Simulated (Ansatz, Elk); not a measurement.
An Elk input for a self-consistent single point of Sn (I4_1/amd, 2 atoms in the cell) (DFT, PBE, all-electron FP-LAPW, Elk's shipped species files, APW+lo basis with extra local orbitals):

```
tasks
  0

xctype
  20

rgkmax
  8.0

gmaxvr
  14.0

nxlo
  2

lorbcnd
  .true.

lmaxi
  2

stype
  0

swidth
  0.00183747

maxscl
  100

avec
   -5.5467600258    5.5467600258    3.0171801943
    5.5467600258   -5.5467600258    3.0171801943
    5.5467600258    5.5467600258   -3.0171801943

atoms
  1
  'Sn.in'
  2
  0.7500000000  0.2500000000  0.5000000000    0.0 0.0 0.0
  0.0000000000  0.0000000000  0.0000000000    0.0 0.0 0.0

ngridk
  8 8 8
```

Q: Write the same calculation as an input for Ansatz (a program for electronic structure).

A: One input that does it (others would too):

Ansatz 0.2 input:
```yaml
crystal:
  lattice:
    - [-2.93521900, 2.93521900, 1.59662300]
    - [2.93521900, -2.93521900, 1.59662300]
    - [2.93521900, 2.93521900, -1.59662300]
  atoms:
    - { symbol: Sn, position_ang: [0.00000000, 2.93521900, 0.79831150] }
    - { symbol: Sn, position_ang: [0.00000000, 0.00000000, 0.00000000] }
basis:
  ecutwfc: 420.0
kpoints:
  mp_grid: { grid: [8, 8, 8] }
hamiltonian:
  xc: pbe
  pseudopotentials: { kind: paw }
scf:
  occupations: { method: gaussian, width: 0.05 }
output:
  forces: true
  eigenvalues: true
  stress: true
```

Basis, cutoffs, solver keys and any potentials are the target program's own. This input uses DFT, PBE, plane waves, default PAW files.

The starting cell comes from a database of computed structures (which also holds hypothetical and non-ambient phases and stackings), without a prior relaxation at this level. Its lattice was rescaled by a random factor within 2.5 % of one. For this run, on top of that: lattice scaled by 0.98.
